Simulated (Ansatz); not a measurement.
The structure below was relaxed with DFT with PBEsol, PAW potentials and a 420 eV plane-wave cutoff in Ansatz (an electronic-structure program), no SOC.

Space group F-43m (No. 216); a = 6.7204 Å, b = 6.7204 Å, c = 6.7204 Å, α = 90.00°, β = 90.00°, γ = 90.00°

| atom | site | symmetry | x | y | z |
|---|---|---|---|---|---|
| Bi | 4d | -43m | 0.7500 | 0.7500 | 0.7500 |
| In | 4a | -43m | 0.0000 | 0.0000 | 0.0000 |

**Question.** Write out a cell with all atoms.

**Answer.** 
```cif
data_Bi4In4
_chemical_formula_sum 'Bi4 In4'
_space_group_name_H-M_alt 'P 1'
_space_group_IT_number 1
_cell_length_a 6.72038
_cell_length_b 6.72038
_cell_length_c 6.72038
_cell_angle_alpha 90.000
_cell_angle_beta 90.000
_cell_angle_gamma 90.000
loop_
_space_group_symop_operation_xyz
  'x, y, z'
loop_
_atom_site_label
_atom_site_type_symbol
_atom_site_fract_x
_atom_site_fract_y
_atom_site_fract_z
_atom_site_occupancy
Bi1 Bi 0.25000 0.25000 0.75000 1
In1 In 0.00000 0.00000 0.00000 1
Bi2 Bi 0.25000 0.75000 0.25000 1
In2 In 0.00000 0.50000 0.50000 1
Bi3 Bi 0.75000 0.25000 0.25000 1
In3 In 0.50000 0.00000 0.50000 1
Bi4 Bi 0.75000 0.75000 0.75000 1
In4 In 0.50000 0.50000 0.00000 1
```
This is the conventional cell.

No phonon test of stability was made. The cell was made from InP by this change: P → Bi; the result is a model cell, its experimental status unchecked.
